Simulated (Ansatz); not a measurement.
**What uniaxial strain ε_zz = −2.00 % does to MoSi2**

Base system: MoSi2 (space group I4/mmm, No. 139; a = 3.217 Å, c = 7.875 Å; relaxed with 0.1 eV smearing). Axes: x, y, z lie along a, b, c of the conventional cell.

Perturbation: uniaxial strain ε_zz = −2.00 %, all other strain components held at zero, atoms relaxed at fixed cell.

Computed with PBE/PAW in Ansatz (a quantum-chemistry and plane-wave program), no SOC. k-mesh 25×25×25 (Γ-centred); smearing 0.1 eV (Fermi–Dirac).

```json
[
 {"quantity": "volume per atom", "base": "13.58 Å³", "changed": "13.31 Å³", "shift": "-0.27 Å³"},
 {"quantity": "space group", "base": "I4/mmm (No. 139)", "changed": "I4/mmm (No. 139)", "shift": "–"},
 {"quantity": "shortest interatomic distance", "base": "2.597 Å", "changed": "2.551 Å", "shift": "-0.046 Å"},
 {"quantity": "energy relative to the base (free energy F)", "base": "0 meV/atom", "changed": "+8.8 meV/atom", "shift": "+8.8 meV/atom"},
 {"quantity": "pressure (mean of the normal stresses, compression positive)", "base": "0.0 GPa", "changed": "4.8 GPa", "shift": "+4.8 GPa"},
 {"quantity": "band gap", "base": "zero", "changed": "zero", "shift": "–"},
 {"quantity": "stress (xx, yy, zz, yz, xz, xy; compression positive)", "base": "–", "changed": "(1.9, 1.9, 10.7, 0.0, 0.0, 0.0) GPa", "shift": "–"}
]
```

Cost of the whole job for the changed cell (relaxation, final SCF and bands): roughly 100 core-seconds.

No phonon test of stability was made. The final runs are not spin-polarised.
